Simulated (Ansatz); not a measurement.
Bulk modulus of PtGa₂ (model structure, started from the C15 type, Fd-3m, No. 227, 6 atoms in the cell) at several levels of theory

No measured value is used here.

```json
[
 {"level (code)": "LDA (Ansatz)", "value (GPa)": "131", "cell (Å³/atom)": "15.08"},
 {"level (code)": "PBEsol (Ansatz)", "value (GPa)": "120", "cell (Å³/atom)": "15.52"},
 {"level (code)": "r²SCAN (Ansatz)", "value (GPa)": "117", "cell (Å³/atom)": "15.66"}
]
```

The crystal itself was run without spin with LDA, PBEsol, r²SCAN; a magnetic state was not tried in these runs. Density-functional levels without +SOC have no spin–orbit coupling. LDA, PBEsol, r²SCAN: the bulk modulus is −V dP/dV from two relaxed cells at ±2 % in volume. Each level is taken at its own relaxed cell. Cutoffs differ between the levels. Ansatz's density-functional and Hartree–Fock values are scalar-relativistic unless marked +SOC, with PAW data made under PBE.

A model structure was made by putting elements into a prototype or built by hand; it is no filed structure, need not be a known phase, and can be a saddle point held by its symmetry.

Ansatz is a first-principles code.
